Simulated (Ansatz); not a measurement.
Nb: strain tensor (xx, yy, zz, yz, xz, xy) = (+0.19, −0.45, −0.89, +0.88, +0.05, +1.96) %

The reference is Nb in the bcc (W type) structure (space group Im-3m, No. 229; a = 3.273 Å; relaxed with 0.1 eV smearing). Axes: x, y, z lie along the cube axes.

Modification: the symmetric strain tensor [0.0019 0.0196 0.0004; 0.0196 -0.0045 0.0087; 0.0004 0.0087 -0.0089]; the atoms relax in the strained cell.

Level of theory: PBEsol (Ansatz, a program for electronic structure, PAW, no spin-orbit coupling), earlier PAW set. k-mesh 28×28×28 (Γ-centred); smearing 0.1 eV (Fermi–Dirac).

| quantity | base | changed | shift |
|---|---|---|---|
| volume per atom | 17.53 Å³ | 17.32 Å³ | -0.21 Å³ |
| space group | Im-3m (No. 229) | P-1 (No. 2) | – |
| shortest interatomic distance | 2.834 Å | 2.771 Å | -0.063 Å |
| energy relative to the base (free energy F) | 0 meV/atom | +3.4 meV/atom | +3.4 meV/atom |
| pressure (mean of the normal stresses, compression positive) | 0.0 GPa | 2.3 GPa | +2.3 GPa |
| band gap | zero | zero | – |
| stress (xx, yy, zz, yz, xz, xy; compression positive) | – | (1.5, 2.3, 3.0, -0.2, -0.1, -0.7) GPa | – |

Final structure:

```
Nb
1.0
   -1.60683     1.61141     1.63546
    1.60830    -1.58277     1.60830
    1.67081     1.64676    -1.60683
Nb
1
Direct
  0.00000   0.00000   0.00000
```

Stability against distortions was not tested. The final runs are not spin-polarised.
